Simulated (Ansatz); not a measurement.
**MgZnO₂ (P3m1, No. 156, 4 atoms in the cell; start mp-1221905)**

These are PBEsol in Ansatz (PAW) values and carry that method's errors.

Settings: plane-wave cutoff 520 eV, 12×12×8 k mesh (along the axes of the cell as run), Fermi–Dirac smearing 0.01 eV, scalar-relativistic PAW data made under PBE.

Cell (relaxed with PBEsol):

```yaml
crystal:
  lattice:
    - [3.26511, 0.00000, 0.00000]
    - [-1.63256, 2.82767, 0.00000]
    - [0.00000, 0.00000, 5.12437]
  atoms:
    - { symbol: Mg, position: [0.33333, 0.66667, 0.49612] }
    - { symbol: Zn, position: [0.66667, 0.33333, 0.00285] }
    - { symbol: O, position: [0.33333, 0.66667, 0.88465] }
    - { symbol: O, position: [0.66667, 0.33333, 0.38837] }
```

| Property | Value |
|---|---|
| band gap | 1.71 eV (direct) |

Computed values are for the static lattice.

It cost around 25 core-seconds (rough) of CPU time.

A start named mp-… is a Materials Project structure, which need not be a measured phase.

Ansatz is a first-principles code.
